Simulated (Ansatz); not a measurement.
## B6As: pressure series

Start from B6As (space group R-3m, No. 166; a = 6.123 Å, c = 11.844 Å (hexagonal axes); a cell from a computed database, its experimental status unchecked).

Cell and atoms are relaxed at each pressure.

Level of theory: PBEsol, PAW, 420 eV (Ansatz, a quantum-chemistry and plane-wave program; no spin-orbit coupling).

```csv
pressure (GPa),volume per atom (Å³/atom)
-2,9.255
0,9.155
0.3,9.140
0.7,9.121
1.5,9.083
3,9.014
5,?
7.5,8.820
10,8.720
```

Q: Fit the third-order Birch–Murnaghan form P(V) = (3B₀/2)[(V₀/V)^(7/3) − (V₀/V)^(5/3)]·[1 + (3/4)(B₀′ − 4)((V₀/V)^(2/3) − 1)] (squares taken in P) to the rows shown and predict the withheld row.

A: Least squares on the printed values gives V₀ = 9.155 Å³/atom, B₀ = 188 GPa, B₀′ = 3.7; this predicts 8.925 Å³/atom, and the run gives 8.926 Å³/atom, in agreement.

Load acts through the strain it causes; cell and atoms are relaxed under it. No phonon test of stability was made. Competing high-pressure phases were not computed.
